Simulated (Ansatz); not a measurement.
The starting structures come from a database of crystals and need not be the phases stable at ambient conditions.

Inside the gap of an insulator the Bloch states are evanescent, with a wavenumber k + iκ along the transport direction.

```xyz
7
Lattice="4.0186 0.0000 0.0000 -0.0952 6.7832 0.0000 0.0000 1.0976 3.6994" Properties=species:S:1:pos:R:3 pbc="T T T"
Nb     0.2456     2.9245     3.1574
Nb     3.6778     4.9563     0.5420
O      2.0437     2.9560     3.1481
O      1.8797     4.9249     0.5514
O      0.0000     0.0000     0.0000
O      3.9368     5.0240     2.5345
O     -0.0134     2.8568     1.1650
```

Space group of this cell: C2/m. The cell is taken as given; by r2SCAN its mean pressure is -6.0 GPa.

Transport runs along the normal of the first two printed cell vectors.

The gap is the functional's own, uncorrected, and κ follows it; spin-orbit coupling is left out. Mid-gap values are interpolated between the computed energies.

Q: State the band gap and the smallest decay constant κ at mid-gap according to Ansatz (an electronic-structure program) with r2SCAN.

A: Gap 2.60 eV on a 8×8×8 mesh; κ = 0.343 1/Å, at (0.000, 0.167) of the in-plane reciprocal vectors. At the zone centre, at the nearest computed energy, the slowest state has κ = 0.35 1/Å.
